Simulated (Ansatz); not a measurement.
**N on the 1x1 (110) surface of bcc Ta, one in a 2x2 cell, started at the site 'bridge Ta-Ta (span 3.3 Å)'**

Computed with PBE (plane waves to 420 eV, PAW; Ansatz, an electronic-structure program).

Set-up: 17 atoms, 6.8 Å thick at the start under the adsorbate (thin: gaps and levels are the slab's own); mesh 5x5x1; 0.1 eV smearing; dipole correction on; 8 atoms held, the rest relaxed; held to the start's symmetry, so lower structures may exist; no spin, no spin-orbit, no U, no dispersion correction. At the end it is bonded to 5 Ta. In PBE it is, or lies within 0.03 eV of, the lowest of the starts that converged.

The adsorption energy against ½ N2(g) comes out as -2.52 eV and the work function of the top face comes out as 4.39 eV. The change of the work function is -0.38 eV and the change of the step from the bottom to the top vacuum level, against the clean slab is -0.37 eV. The energy released by relaxation is 3.60 eV and the height of the binding atom over the mean of the host atoms within 0.3 Å of the top one is 14.6 pm. The nearest host atoms of the binding atom comes out as Ta at 1.98 Å, Ta at 1.98 Å, Ta at 2.20 Å. The largest move of a host atom is 0.35 Å and the cost is very roughly 11 core-minutes.

A negative adsorption energy means that the adsorbate is more stable on the surface than in its reference.
